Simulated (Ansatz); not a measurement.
The structure below was relaxed with DFT with r2SCAN, PAW potentials and a 500 eV plane-wave cutoff in Ansatz (a program for electronic structure), without spin-orbit coupling.

Space group I4₁/amd, origin choice 1 (No. 141); a = b = 6.593 Å, c = 6.825 Å, α = β = γ = 90.00°

```csv
atom,site,symmetry,x,y,z
O,16h,.m.,0.3234,0.0000,0.0269
Pt,4b,-4m2,0.0000,0.0000,0.5000
Hf,4a,-4m2,0.0000,0.0000,0.0000
```

Q: Write out a cell with all atoms.

A: 
```
HfPtO4
1.0
    6.59333     0.00000     0.00000
    0.00000     6.59333     0.00000
    0.00000     0.00000     6.82484
O Pt Hf
16 4 4
Direct
  0.50000   0.32337   0.77694
  0.50000   0.17663   0.47306
  0.50000   0.82337   0.47306
  0.00000   0.17663   0.27694
  0.17663   0.00000   0.72306
  0.67663   0.00000   0.02694
  0.32337   0.00000   0.02694
  0.32337   0.50000   0.22306
  0.00000   0.82337   0.27694
  0.00000   0.67663   0.97306
  0.00000   0.32337   0.97306
  0.50000   0.67663   0.77694
  0.67663   0.50000   0.22306
  0.17663   0.50000   0.52694
  0.82337   0.50000   0.52694
  0.82337   0.00000   0.72306
  0.00000   0.00000   0.50000
  0.50000   0.00000   0.25000
  0.50000   0.50000   0.00000
  0.00000   0.50000   0.75000
  0.00000   0.50000   0.25000
  0.00000   0.00000   0.00000
  0.50000   0.00000   0.75000
  0.50000   0.50000   0.50000
```
This is the conventional cell.

No phonon test of stability was made. The cell was made from HfSiO4 by this change: Si → Pt; the result is a hypothetical phase, not in the database extracts checked.
